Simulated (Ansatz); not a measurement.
# SiO2 under a change: isotropic strain +1.37 %

Consider SiO2 (space group P3_121, No. 152; a = 4.920 Å, c = 5.416 Å).

Now apply this change: the cell is scaled by 1.0137 in all directions, atoms relaxed at fixed cell.

All numbers come from Ansatz (a quantum-chemistry and plane-wave program), r2SCAN, PAW, cutoff 500 eV, spin-orbit coupling left out, earlier PAW set. Settings: 8×8×6 k-points, 0.05 eV Fermi–Dirac smearing.

```tsv
quantity	base	changed	shift
volume per atom	12.62 Å³	13.14 Å³	+0.526 Å³
space group	P3_121 (No. 152)	P3_121 (No. 152)	–
energy relative to the base (free energy F)	0 meV/atom	+2.4 meV/atom	+2.4 meV/atom
pressure (mean of the normal stresses, compression positive)	0.00 GPa	-1.41 GPa	-1.41 GPa
band gap	6.60 eV	6.46 eV	-0.14 eV
gap character	indirect, K → Γ	indirect, K → Γ	–
smallest direct gap	6.91 eV	6.80 eV	-0.11 eV
mean gap deformation potential ΔEg/Δln V	–	-3.4 eV	–
width of the top valence band	0.58 eV	0.59 eV	+0.01 eV
electron mass	0.49 mₑ (at Γ)	0.50 mₑ (at Γ)	–
```

Final structure:

```
CELL_PARAMETERS angstrom
      4.98778     0.00000     0.00000
     -2.49389     4.31954     0.00000
      0.00000     0.00000     5.49032
ATOMIC_POSITIONS crystal
  Si 0.47653 0.00000 0.83333
  Si 0.00000 0.47653 0.16667
  Si 0.52347 0.52347 0.50000
  O  0.41607 0.25591 0.70454
  O  0.74409 0.16016 0.03787
  O  0.83984 0.58393 0.37120
  O  0.16016 0.74409 0.96213
  O  0.25591 0.41607 0.29546
  O  0.58393 0.83984 0.62880
```

Cost of the whole job for the changed cell (relaxation, final SCF and bands): very roughly 7 core-minutes.

Masses are band curvatures over ±0.01 Å⁻¹ around the edge. Whether these cells are dynamically stable was not tested.
